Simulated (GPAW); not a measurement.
Worked example: self-consistent single point of AlCr2C (P6_3/mmc, 8 atoms in the cell) in GPAW.

Method: LDA (Perdew-Wang 92), GPAW PAW datasets LDA (gpaw-data 1.0.1) (plane waves; GPAW).

```yaml
crystal:
  lattice:
    - [2.78272, 0.00000, 0.00000]
    - [-1.39136, 2.40991, 0.00000]
    - [0.00000, 0.00000, 12.41235]
  atoms:
    - { symbol: Al, position: [0.66667, 0.33333, 0.25000] }
    - { symbol: Al, position: [0.33333, 0.66667, 0.75000] }
    - { symbol: Cr, position: [0.33333, 0.66667, 0.41494] }
    - { symbol: Cr, position: [0.66667, 0.33333, 0.58506] }
    - { symbol: Cr, position: [0.66667, 0.33333, 0.91494] }
    - { symbol: Cr, position: [0.33333, 0.66667, 0.08506] }
    - { symbol: C, position: [0.00000, 0.00000, 0.50000] }
    - { symbol: C, position: [0.00000, 0.00000, 0.00000] }
```

Reference input (self-consistent single point, DFT PBE, plane waves, GPAW PAW datasets PBE (gpaw-data 1.0.1)): mode = pw; ecut = 950 eV; xc = PBE; kpts = 9 9 2; mesh shift (steps) = 0 0 0; occupations.name = fermi-dirac; occupations.width = 0.136 eV; nbands = -12; convergence.density = 1e-05 e/electron; symmetry.symmorphic = false; symmetry.tolerance = 0.0005; maxiter = 150. This run's input differs from it in these lines:

```diff
@@ -19,3 +19,3 @@
 calc = GPAW(mode={'name': 'pw', 'ecut': 950},
-            xc='PBE',
+            xc='LDA',
             kpts={'size': (9, 9, 2), 'gamma': True},
```

Its files differ too (potentials: GPAW PAW datasets LDA (gpaw-data 1.0.1)).

Output (repeated stretches shortened):

```
     iter     time        total  log10-change:
                         energy   eigst   dens
iter:   1 --:--:--   -88.508574
iter:   2 --:--:--   -83.633514   +0.11  -0.75
iter:   3 --:--:--   -73.762291   +0.71  -0.79
iter:   4 --:--:--   -73.834496   -0.47  -1.21
iter:   5 --:--:--   -74.605798   -0.73  -1.16
   [... 3 lines left out ...]
iter:   9 --:--:--   -72.836993   -1.54  -1.78
iter:  10 --:--:--   -72.792251   -1.03  -1.82
iter:  11 --:--:--   -72.740108   -2.26  -1.99
iter:  12 --:--:--   -72.736154   -2.41  -2.40
iter:  13 --:--:--   -72.737732c  -2.82  -2.76
iter:  14 --:--:--   -72.739594c  -2.95  -2.62
   [... lines left out ...]
iter:  41 --:--:--   -72.738385c  -6.20  -4.73
iter:  42 --:--:--   -72.738386c  -6.23  -4.74
iter:  43 --:--:--   -72.738386c  -6.44  -5.04c
iter:  44 --:--:--   -72.738386c  -6.48  -5.14c
iter:  45 --:--:--   -72.738385c  -6.57  -5.24c
iter:  46 --:--:--   -72.738385c  -6.60  -5.33c
iter:  47 --:--:--   -72.738385c  -6.72  -5.38c
   [... 4 lines left out ...]
iter:  52 --:--:--   -72.738384c  -7.13  -5.86c
iter:  53 --:--:--   -72.738384c  -7.14  -5.87c
iter:  54 --:--:--   -72.738384c  -7.20  -5.82c
iter:  55 --:--:--   -72.738384c  -7.26  -5.90c
iter:  56 --:--:--   -72.738384c  -7.41c -5.99c
Converged after 56 iterations.

Dipole moment: (-0.000000, 0.000000, 0.000002) |e|*Ang

Energy contributions relative to reference atoms: (reference = -129301.181137)

Kinetic:         +7.977271
Potential:      -20.146168
External:        +0.000000
XC:             -61.177053
Entropy (-ST):   -0.390954
Local:           +0.803043
SIC:             +0.000000
--------------------------
Free energy:    -72.933861
Extrapolated:   -72.738384

Showing only first 2 kpts
 Kpt  Band  Eigenvalues  Occupancy
  0    17      9.45518    1.99957
  0    18     10.39315    1.64722
  0    19     10.39324    1.64704
  0    20     10.42537    1.57305

  1    17      9.44681    1.99959
  1    18     10.40876    1.61262
  1    19     10.40880    1.61253
  1    20     10.40885    1.61242

Fermi level: 10.60273

No gap
   [... lines left out ...]
  2 Cr    0.00000   -0.00000   -0.21714
  3 Cr   -0.00000    0.00000    0.21714
  4 Cr    0.00000    0.00000   -0.21714
  5 Cr    0.00000   -0.00000    0.21714
  6 C     0.00000   -0.00000    0.00000
  7 C     0.00000   -0.00000    0.00000

Stress tensor:
    -0.027912     0.000000     0.000000
     0.000000    -0.027912    -0.000000
     0.000000    -0.000000    -0.031738
Stress (GPa, Voigt): [-4.472  -4.472  -5.0849 -0.      0.      0.    ]
```

The run converged in 56 iterations. GPAW prints stress with tension positive. Against the reference run the largest force goes from 0.883 to 0.217 eV/Å.

At such cutoffs GPAW's stress carries a finite-basis (Pulay) error, which enters relaxed cells too; its log prints stress with tension positive.

The starting cell comes from a database of computed structures (which also holds hypothetical and non-ambient phases and stackings), without a prior relaxation at this level. Its lattice was rescaled by a random factor within 2.5 % of one. Spin polarisation is off.

Cost on one core of a shared machine: roughly 4 min.
